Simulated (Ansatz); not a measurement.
Pair distribution function (total) of C (diamond structure; diamond), cell C216, begun in the crystal structure, above the temperature where the real material changes phase or loses its order [in the run: it stayed crystalline; mean temperature 1986 K (target 2000 K); density 3.38 g/cm³, volume +4 % from the start crystal's; mean pressure -1.0 GPa against a target of 0; Γ point only, which a denser mesh shifts by -0.3 GPa in pressure and 0.02 eV/Å in forces], from MD at 1986 K. Calculation: PBE (plane waves, PAW; Ansatz, an electronic-structure program). Volume per atom 5.90 Å³, mean pressure -1.0 GPa. 

(r (Å), g(r)): (0.90, 0.00); (0.94, 0.00); (0.98, 0.00); (1.02, 0.00); (1.06, 0.00); (1.10, 0.00); (1.14, 0.00); (1.18, 0.00); (1.22, 0.00); (1.26, 0.00); (1.30, 0.00); (1.34, 0.06); (1.38, 0.28); (1.42, 0.90); (1.46, 1.97); (1.50, 3.09); (1.54, 3.59); (1.58, 3.35); (1.62, 2.58); (1.66, 1.66); (1.70, 0.94); (1.74, 0.45); (1.78, 0.21); (1.82, 0.08); (1.86, 0.03); (1.90, 0.01); (1.94, 0.00); (1.98, 0.00); (2.02, 0.00); (2.06, 0.00); (2.10, 0.00); (2.14, 0.00); (2.18, 0.00); (2.22, 0.01); (2.26, 0.05); (2.30, 0.15); (2.34, 0.38); (2.38, 0.82); (2.42, 1.48); (2.46, 2.28); (2.50, 2.99); (2.54, 3.32); (2.58, 3.23); (2.62, 2.69); (2.66, 1.91); (2.70, 1.24); (2.74, 0.79); (2.78, 0.63); (2.82, 0.77); (2.86, 1.12); (2.90, 1.60); (2.94, 2.04); (2.98, 2.29); (3.02, 2.23); (3.06, 1.93); (3.10, 1.42); (3.14, 0.92); (3.18, 0.53); (3.22, 0.27); (3.26, 0.12); (3.30, 0.06); (3.34, 0.05); (3.38, 0.09); (3.42, 0.17); (3.46, 0.30); (3.50, 0.47); (3.54, 0.63); (3.58, 0.77); (3.62, 0.80); (3.66, 0.77); (3.70, 0.69); (3.74, 0.66); (3.78, 0.72); (3.82, 0.91); (3.86, 1.11); (3.90, 1.28); (3.94, 1.34); (3.98, 1.21); (4.02, 0.98); (4.06, 0.70); (4.10, 0.46); (4.14, 0.32); (4.18, 0.31); (4.22, 0.44); (4.26, 0.72); (4.30, 1.12); (4.34, 1.55); (4.38, 1.91); (4.42, 2.11); (4.46, 2.07)

Question: Read off where the first shell ends and the number of neighbours in it.

Answer: g is nil from 1.9 to 2.2 Å, so any cut there serves; 4.0 neighbours in the shell, from n = 4πρ∫r²g(r)dr.
